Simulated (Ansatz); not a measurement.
Consider O vacancy in corundum, neutral cell. These are PBE, PAW (plane waves to 420 eV; Ansatz, a first-principles code) values and carry that method's errors.

Cell of 270 host sites held at the relaxed PBE lattice; the Γ point alone; Fermi-Dirac width 0.01 eV, spin-restricted; finite-size errors left in. Static, classical nuclei. The charge state is imposed; whether it is stable for some Fermi level was not computed. Forms of the defect that were not tried may lie lower.

Barriers: single points on a 2×2×2 k-point mesh shifted by half a step along c at the bands' geometries.

Relaxed starting cell (atoms counted from 1):

```
CELL_PARAMETERS angstrom
     14.42625     0.00000     0.00000
     -7.21313    12.49350     0.00000
      0.00000     0.00000    13.12510
ATOMIC_POSITIONS crystal
  Al 0.99982 0.00004 0.35206
  Al 0.00007 0.33360 0.35215
  Al 0.00066 0.66883 0.35226
  Al 0.33429 0.00002 0.35288
  Al 0.33309 0.33338 0.35220
  Al 0.33322 0.66668 0.35212
  Al 0.66678 0.00023 0.35222
  Al 0.66649 0.33349 0.35218
  Al 0.66660 0.66672 0.35213
  Al 0.22175 0.10502 0.18954
  Al 0.22224 0.44435 0.18550
  Al 0.22174 0.77786 0.18532
  Al 0.55587 0.11127 0.18525
  Al 0.55506 0.44428 0.18558
  Al 0.55544 0.77774 0.18542
  Al 0.88879 0.11125 0.18551
  Al 0.88895 0.44479 0.18553
  Al 0.88892 0.77802 0.18547
  Al 0.11100 0.22218 0.31457
  Al 0.11088 0.55592 0.31446
  Al 0.11679 0.89514 0.31053
  Al 0.44397 0.22234 0.31472
  Al 0.44427 0.55542 0.31451
  Al 0.44470 0.88893 0.31479
  Al 0.77780 0.22246 0.31461
  Al 0.77798 0.55585 0.31453
  Al 0.77764 0.88895 0.31453
  Al 0.22220 0.11139 0.48128
  Al 0.22212 0.44461 0.48125
  Al 0.22225 0.77781 0.48129
  Al 0.55586 0.11143 0.48145
  Al 0.55556 0.44462 0.48124
  Al 0.55556 0.77780 0.48120
  Al 0.88884 0.11127 0.48124
  Al 0.88893 0.44496 0.48098
  Al 0.88928 0.77817 0.48085
  O  0.23103 0.33310 0.25009
  O  0.23125 0.66704 0.24994
  O  0.56432 0.00010 0.25002
  O  0.56431 0.33316 0.25009
  O  0.56441 0.66661 0.25000
  O  0.89758 0.00010 0.25002
  O  0.89791 0.33359 0.25004
  O  0.89803 0.66710 0.24993
  O  0.10153 0.10179 0.25025
  O  0.10205 0.43563 0.25001
  O  0.10252 0.76987 0.24969
  O  0.43385 0.10138 0.25009
  O  0.43493 0.43487 0.25023
  O  0.43524 0.76896 0.24993
  O  0.76853 0.10217 0.25002
  O  0.76861 0.43549 0.25000
  O  0.76860 0.76880 0.24997
  O  0.21311 0.22248 0.41687
  O  0.21309 0.55580 0.41669
  O  0.21408 0.88990 0.41654
  O  0.54613 0.22205 0.41655
  O  0.54637 0.55559 0.41667
  O  0.54653 0.88901 0.41669
  O  0.87981 0.22246 0.41668
  O  0.88009 0.55623 0.41650
  O  0.87973 0.88913 0.41662
  O  0.11105 0.32446 0.41673
  O  0.11125 0.65818 0.41648
  O  0.11157 0.99198 0.41642
  O  0.44424 0.32415 0.41686
  O  0.44436 0.65774 0.41665
  O  0.44493 0.99115 0.41671
  O  0.77768 0.32450 0.41665
  O  0.77778 0.65784 0.41662
  O  0.77767 0.99109 0.41673
  O  0.00893 0.12030 0.41677
  O  0.00904 0.45385 0.41656
  O  0.00966 0.78811 0.41670
  O  0.34174 0.11972 0.41593
  O  0.34226 0.45360 0.41673
  O  0.34245 0.78720 0.41642
  O  0.67574 0.12036 0.41671
  O  0.67566 0.45362 0.41668
  O  0.67564 0.78692 0.41662
  O  0.99991 0.23141 0.25006
  O  0.00016 0.56533 0.24981
  O  0.99984 0.89842 0.24979
  O  0.33276 0.23034 0.25035
  O  0.33322 0.56471 0.25004
  O  0.33257 0.89884 0.24995
  O  0.66638 0.23124 0.25011
  O  0.66652 0.56457 0.25002
  O  0.66646 0.89803 0.25001
  Al 0.22203 0.11108 0.68551
  Al 0.22216 0.44447 0.68556
  Al 0.22219 0.77797 0.68545
  Al 0.55549 0.11121 0.68564
  Al 0.55550 0.44457 0.68556
  Al 0.55551 0.77784 0.68552
  Al 0.88890 0.11127 0.68552
  Al 0.88894 0.44469 0.68539
  Al 0.88889 0.77797 0.68529
  Al 0.11101 0.22238 0.51887
  Al 0.11106 0.55574 0.51875
  Al 0.11066 0.88888 0.51754
  Al 0.44462 0.22254 0.51906
  Al 0.44435 0.55561 0.51884
  Al 0.44459 0.88900 0.51905
  Al 0.77794 0.22256 0.51886
  Al 0.77787 0.55592 0.51875
  Al 0.77779 0.88900 0.51884
  Al 0.99995 0.00013 0.64785
  Al 0.99997 0.33352 0.64789
  Al 0.00011 0.66703 0.64768
  Al 0.33308 0.00009 0.64780
  Al 0.33324 0.33340 0.64798
  Al 0.33326 0.66671 0.64790
  Al 0.66672 0.00014 0.64789
  Al 0.66678 0.33359 0.64788
  Al 0.66670 0.66682 0.64783
  Al 0.11103 0.22224 0.81474
  Al 0.11103 0.55564 0.81448
  Al 0.11105 0.88912 0.81453
  Al 0.44432 0.22224 0.81459
  Al 0.44435 0.55552 0.81464
  Al 0.44438 0.88900 0.81439
  Al 0.77778 0.22237 0.81452
  Al 0.77779 0.55573 0.81447
  Al 0.77774 0.88894 0.81451
  O  0.12015 0.11134 0.58344
  O  0.12013 0.44463 0.58334
  O  0.12038 0.77816 0.58306
  O  0.45336 0.11118 0.58320
  O  0.45343 0.44448 0.58337
  O  0.45342 0.77784 0.58334
  O  0.78679 0.11132 0.58336
  O  0.78687 0.44472 0.58326
  O  0.78680 0.77792 0.58330
  O  0.32430 0.21322 0.58326
  O  0.32423 0.54661 0.58337
  O  0.32439 0.88005 0.58327
  O  0.65757 0.21334 0.58332
  O  0.65757 0.54663 0.58331
  O  0.65755 0.87993 0.58333
  O  0.99088 0.21334 0.58339
  O  0.99101 0.54681 0.58325
  O  0.99097 0.88021 0.58320
  O  0.10198 0.00011 0.75002
  O  0.10200 0.33342 0.75007
  O  0.10209 0.66687 0.74996
  O  0.43529 0.00011 0.75002
  O  0.43533 0.33334 0.75007
  O  0.43532 0.66672 0.75008
  O  0.76866 0.00010 0.75002
  O  0.76869 0.33348 0.74995
  O  0.76868 0.66679 0.74996
  O  0.99994 0.10216 0.75005
  O  0.99996 0.43553 0.74999
  O  0.00007 0.76892 0.74994
  O  0.33324 0.10211 0.74999
  O  0.33327 0.43541 0.75007
  O  0.33327 0.76885 0.75001
  O  0.66662 0.10218 0.75005
  O  0.66662 0.43549 0.75002
  O  0.66658 0.76879 0.75001
  O  0.23125 0.23128 0.75010
  O  0.23124 0.56471 0.75002
  O  0.23123 0.89810 0.75005
  O  0.56452 0.23136 0.75003
  O  0.56453 0.56466 0.75005
  O  0.56454 0.89803 0.74999
  O  0.89789 0.23142 0.75003
  O  0.89796 0.56479 0.74996
  O  0.89788 0.89805 0.74999
  O  0.22205 0.00911 0.58310
  O  0.22216 0.34250 0.58343
  O  0.22227 0.67591 0.58327
  O  0.55558 0.00924 0.58341
  O  0.55561 0.34253 0.58337
  O  0.55548 0.67580 0.58334
  O  0.88882 0.00923 0.58338
  O  0.88893 0.34268 0.58330
  O  0.88894 0.67599 0.58333
  Al 0.11121 0.22203 0.01918
  Al 0.11104 0.55558 0.01879
  Al 0.11091 0.88882 0.01875
  Al 0.44455 0.22240 0.01874
  Al 0.44406 0.55524 0.01905
  Al 0.44453 0.88878 0.01858
  Al 0.77786 0.22240 0.01883
  Al 0.77761 0.55560 0.01878
  Al 0.77767 0.88893 0.01880
  Al 0.99993 0.00008 0.85219
  Al 0.99998 0.33338 0.85220
  Al 0.99994 0.66680 0.85206
  Al 0.33309 0.00011 0.85223
  Al 0.33318 0.33317 0.85235
  Al 0.33329 0.66662 0.85215
  Al 0.66669 0.00007 0.85215
  Al 0.66665 0.33349 0.85213
  Al 0.66656 0.66669 0.85214
  Al 0.22189 0.11133 0.98252
  Al 0.22205 0.44428 0.98128
  Al 0.22218 0.77766 0.98097
  Al 0.55569 0.11120 0.98099
  Al 0.55542 0.44447 0.98129
  Al 0.55548 0.77764 0.98117
  Al 0.88889 0.11120 0.98120
  Al 0.88883 0.44459 0.98119
  Al 0.88873 0.77783 0.98116
  Al 0.99989 0.00017 0.14798
  Al 0.99999 0.33349 0.14790
  Al 0.99981 0.66682 0.14783
  Al 0.33437 0.00019 0.14716
  Al 0.33193 0.33136 0.14778
  Al 0.33310 0.66672 0.14786
  Al 0.66665 0.99998 0.14782
  Al 0.66664 0.33352 0.14792
  Al 0.66656 0.66660 0.14789
  O  0.00899 0.22229 0.91674
  O  0.00906 0.55572 0.91666
  O  0.00891 0.88887 0.91660
  O  0.34232 0.22205 0.91697
  O  0.34226 0.55548 0.91678
  O  0.34229 0.88903 0.91684
  O  0.67568 0.22237 0.91669
  O  0.67560 0.55557 0.91670
  O  0.67558 0.88889 0.91668
  O  0.21305 0.32421 0.91670
  O  0.21318 0.65767 0.91666
  O  0.21305 0.99111 0.91694
  O  0.54646 0.32429 0.91677
  O  0.54635 0.65752 0.91674
  O  0.54645 0.99097 0.91662
  O  0.87979 0.32441 0.91670
  O  0.87976 0.65770 0.91661
  O  0.87969 0.99098 0.91666
  O  0.32428 0.11031 0.08349
  O  0.32397 0.44397 0.08353
  O  0.32419 0.77816 0.08348
  O  0.65762 0.11120 0.08334
  O  0.65738 0.44440 0.08335
  O  0.65745 0.77774 0.08335
  O  0.99071 0.11108 0.08342
  O  0.99089 0.44461 0.08336
  O  0.99073 0.77773 0.08317
  O  0.22166 0.21211 0.08332
  O  0.22215 0.54658 0.08336
  O  0.22212 0.88049 0.08410
  O  0.55536 0.21301 0.08361
  O  0.55529 0.54635 0.08347
  O  0.55548 0.87984 0.08333
  O  0.88882 0.21328 0.08342
  O  0.88876 0.54660 0.08331
  O  0.88874 0.87991 0.08327
  O  0.11970 0.00824 0.08362
  O  0.12004 0.34236 0.08341
  O  0.12019 0.67606 0.08317
  O  0.45388 0.00906 0.08333
  O  0.45317 0.34202 0.08356
  O  0.45327 0.67570 0.08339
  O  0.78669 0.00912 0.08330
  O  0.78672 0.34246 0.08339
  O  0.78668 0.67574 0.08331
  O  0.11086 0.12000 0.91683
  O  0.11104 0.45357 0.91672
  O  0.11119 0.78699 0.91677
  O  0.44445 0.12016 0.91676
  O  0.44430 0.45339 0.91679
  O  0.44433 0.78686 0.91672
  O  0.77772 0.12028 0.91671
  O  0.77772 0.45359 0.91667
  O  0.77763 0.78686 0.91665
```

End state 1 differs by these moves (Å; atoms that move under 0.08 Å are left out):

```csv
atom,element,Δx,Δy,Δz
10,Al,-0.04,0.08,-0.06
13,Al,-0.09,0.00,0.06
21,Al,-0.04,-0.08,0.06
22,Al,0.05,-0.07,-0.06
48,O,-2.18,-1.26,0.00
```

Predict the forward and backward barriers to end state 1 from PBE, PAW.

forward 3.59 eV, backward 3.59 eV; at the saddle point atom 48 has neighbours 2 Al at 1.80, 2 Al at 2.07 Å. The saddle point's order was not checked, and it lies on a symmetry element of the cell, where a band can be held.

End state 2 differs by these moves (Å; atoms that move under 0.08 Å are left out):

```json
[
 {"atom": "10", "element": "Al", "Δx": "-0.05", "Δy": "0.08", "Δz": "-0.04"},
 {"atom": "21", "element": "Al", "Δx": "-0.04", "Δy": "-0.08", "Δz": "0.05"},
 {"atom": "183", "element": "Al", "Δx": "-0.04", "Δy": "-0.08", "Δz": "0.05"},
 {"atom": "210", "element": "Al", "Δx": "-0.05", "Δy": "0.08", "Δz": "-0.04"},
 {"atom": "234", "element": "O", "Δx": "-0.56", "Δy": "-1.37", "Δz": "2.18"}
]
```

Predict the forward and backward barriers to end state 2 from PBE, PAW.

forward 4.65 eV, backward 4.65 eV; at the saddle point atom 234 has neighbours 2 Al at 1.67 Å. The saddle point's order was not checked, and it lies on a symmetry element of the cell, where a band can be held.

End state 3 differs by these moves (Å; atoms that move under 0.08 Å are left out):

| atom | element | Δx | Δy | Δz |
|---|---|---|---|---|
| 4 | Al | -0.06 | 0.07 | 0.04 |
| 10 | Al | -0.04 | 0.08 | -0.05 |
| 21 | Al | -0.04 | -0.08 | 0.05 |
| 28 | Al | 0.09 | -0.01 | -0.05 |
| 75 | O | -0.74 | -1.49 | -2.17 |

Estimate the forward and backward barriers to end state 3 that PBE, PAW returns for this input.

forward 4.11 eV, backward 4.11 eV; at the saddle point atom 75 has neighbours Al at 1.78, Al at 2.06, Al at 2.07 Å. The saddle point's order was not checked.
